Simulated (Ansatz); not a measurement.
# MgTe: pressure series

Take MgTe in the zinc blende structure (space group F-43m, No. 216) as the base.

```yaml
crystal:
  lattice:
    - [0.00000, 3.25469, 3.25469]
    - [3.25469, 0.00000, 3.25469]
    - [3.25469, 3.25469, 0.00000]
  atoms:
    - { symbol: Mg, position: [0.00000, 0.00000, 0.00000] }
    - { symbol: Te, position: [0.25000, 0.25000, 0.25000] }
```

Cell and atoms are relaxed at each pressure.

Calculations: Ansatz (a program for electronic structure) PBE, no spin-orbit coupling.

Computed cases, in order: pressure −2 GPa; pressure −1 GPa; 0 GPa (base); pressure 0.9 GPa; pressure 2.1 GPa; pressure 4.5 GPa; pressure 9 GPa; pressure 15 GPa; pressure 22.5 GPa; pressure 30 GPa.

**Question.** Between which two neighbouring cases does the gap turn between direct and indirect?

**Answer.** Between pressure 2.1 GPa (2.58 eV, direct at Γ) and pressure 4.5 GPa (2.72 eV, indirect, Γ → X). The whole series: pressure −2 GPa: 2.04 eV, direct at Γ; pressure −1 GPa: 2.19 eV, direct at Γ; 0 GPa (base): 2.33 eV, direct at Γ; pressure 0.9 GPa: 2.44 eV, direct at Γ; pressure 2.1 GPa: 2.58 eV, direct at Γ; pressure 4.5 GPa: 2.72 eV, indirect, Γ → X; pressure 9 GPa: 2.58 eV, indirect, Γ → X; pressure 15 GPa: 2.42 eV, indirect, Γ → X; pressure 22.5 GPa: 2.23 eV, indirect, Γ → X; pressure 30 GPa: 2.07 eV, indirect, Γ → X.

Spin-orbit coupling, missing from the scalar runs, can matter with Te. Load acts through the strain it causes; cell and atoms are relaxed under it. No phonon test of stability was made. Tetrahedral semiconductors of this kind turn to denser phases somewhere between about 1 and 50 GPa; those were not computed, so compressed cells here can lie past the real transition.
